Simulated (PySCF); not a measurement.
PySCF 2.14.0, unrestricted PBE/def2-svp, df: Ga(H)3 anion ([GaH3]), charge -1, multiplicity 2, 4 atoms. The geometry is a generated start, not checked to be a minimum at this level.

task: energy
method: pbe
basis: def2-svp
two-electron scheme: density fitting
mol.max_memory: 3000 MB
mf.max_cycle: 100
mf.conv_tol: 1e-09 (default)
mf.grids.level: 3 (default)
basis functions: 47
grid points: 50328

```xyz
4

Ga    -0.0006    -0.0008    -0.0011
H      0.6539    -0.4257     1.3558
H     -0.3485     1.5056    -0.2594
H     -0.3048    -1.0792    -1.0953
```

Charge -1 and multiplicity 2 are set for this test and not shown to be the ground state.

With the defaults (mf.diis = true, mf.DIIS = CDIIS, mf.diis_space = 8, mf.init_guess = minao, mf.level_shift = 0, newton = off, mf.damp = 0, mf.diis_start_cycle = 1) it converges in 10 Fock builds. One run each on 2 threads, 1 BLAS thread, with these changes:
- mf.diis = false
- newton = Hessian by the SCF's own integrals
- mf.damp = 0.3, mf.diis_start_cycle = 4
- mf.init_guess = huckel
- mf.DIIS = ADIIS
- mf.init_guess = atom
- mf.level_shift = 1 Hartree
- mf.DIIS = EDIIS
- mf.diis_space = 20

**Question.** Which of these changes keep the SCF from converging, or lead it to another solution?

**Answer.** No convergence: mf.diis = false (the run ends without SCF convergence in 100 cycles). The rest reach the solution of the defaults.

```json
[
 {"setting": "the defaults", "Fock builds": "10", "end": "same solution"},
 {"setting": "mf.diis_space = 20", "Fock builds": "10", "end": "same solution"},
 {"setting": "mf.init_guess = atom", "Fock builds": "10", "end": "same solution"},
 {"setting": "mf.init_guess = huckel", "Fock builds": "10", "end": "same solution"},
 {"setting": "mf.damp = 0.3, mf.diis_start_cycle = 4", "Fock builds": "12", "end": "same solution"},
 {"setting": "mf.DIIS = ADIIS", "Fock builds": "17", "end": "same solution"},
 {"setting": "newton = Hessian by the SCF's own integrals", "Fock builds": "22", "end": "same solution"},
 {"setting": "mf.level_shift = 1 Hartree", "Fock builds": "32", "end": "same solution"},
 {"setting": "mf.DIIS = EDIIS", "Fock builds": "85", "end": "same solution"},
 {"setting": "mf.diis = false", "Fock builds": "101", "end": "no convergence"}
]
```

Under newton the count holds the products with the orbital Hessian.
